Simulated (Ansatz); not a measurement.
Start from K in the bcc (W type) structure (space group Im-3m, No. 229; a = 5.279 Å).

Structures relaxed with PBE (Ansatz, a first-principles code, PAW, scalar-relativistic without spin-orbit coupling).

Base:

Simulated powder pattern, Cu Kα1, λ = 1.54056 Å (kinematic, ideal powder, no thermal factors, no anomalous dispersion; the 8 strongest lines at most, above 2 %, up to 2θ = 90°):

| 2θ (°) | I/Imax (%) | hkl |
|---|---|---|
| 23.82 | 100 | (110) |
| 33.93 | 19 | (200) |
| 41.88 | 39 | (211) |
| 48.75 | 12 | (220) |
| 54.95 | 16 | (310) |
| 66.17 | 16 | (321) |
| 76.49 | 7.9 | (411) |
| 81.46 | 4.4 | (420) |

One thing is altered: a hydrostatic pressure of 5 GPa.

Question: Where do the lines fall after the change?

Answer: 
Simulated powder pattern, Cu Kα1, λ = 1.54056 Å (kinematic, ideal powder, no thermal factors, no anomalous dispersion; the 8 strongest lines at most, above 2 %, up to 2θ = 90°):

```tsv
2θ (°)	I/Imax (%)	hkl
28.43	100	(110)
40.64	17	(200)
50.34	34	(211)
58.83	9.9	(220)
66.61	13	(310)
73.95	3.1	(222)
81.04	14	(321)
```

The indices refer to the base's conventional cell; one index is shown for lines that coincide.

Load acts through the strain it causes; cell and atoms are relaxed under it. Whether these cells are dynamically stable was not tested. No other phases were tried under pressure.
